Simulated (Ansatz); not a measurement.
**Effect of Te → Ge on Bi2Te3**

Start from Bi2Te3 in the Bi2Te3 type structure (space group R-3m, No. 166; a = 4.3152 Å, c = 29.6191 Å (hexagonal axes)).

Modification: Ge takes the place of Te on all its sites; the structure is relaxed again.

Level of theory: DFT with PBEsol-D3(BJ), PAW potentials and a 420 eV plane-wave cutoff in Ansatz (a program for electronic structure), scalar-relativistic without spin-orbit coupling. Settings: 14×14×14 k-points, 0.05 eV Fermi–Dirac smearing, for the changed cell.

```tsv
quantity	base	changed	shift
volume per atom	31.84 Å³	23.36 Å³	-8.48 Å³
density	8.35 g/cm³	9.04 g/cm³	+0.69 g/cm³
lattice parameter a	4.315 Å	4.005 Å	-0.310 Å
c/a ratio	6.864	6.297	-0.567
shortest interatomic distance	3.035 Å	2.571 Å	-0.4649 Å
band gap	0.18 eV	zero	–
```

Final structure:

```
Bi2Ge3
1.0
    2.00270     1.15626     8.40732
   -2.00270     1.15626     8.40732
    0.00000    -2.31252     8.40732
Bi Ge
2 3
Direct
  0.40141   0.40141   0.40141
  0.59859   0.59859   0.59859
  0.00000   0.00000   0.00000
  0.18892   0.18892   0.18892
  0.81108   0.81108   0.81108
```

With Bi and Te present, leaving out spin-orbit coupling can change the band edges. Whether these cells are dynamically stable was not tested. As relaxed here, Bi2Ge3 is a hypothetical phase, not in the database extracts checked. All final runs are without spin polarisation. The program warned that a D3 coordination switch lies within reach, so dispersion energies are less smooth here. A zero or small gap of Bi2Te3 can be the functional's error rather than a property of the material.
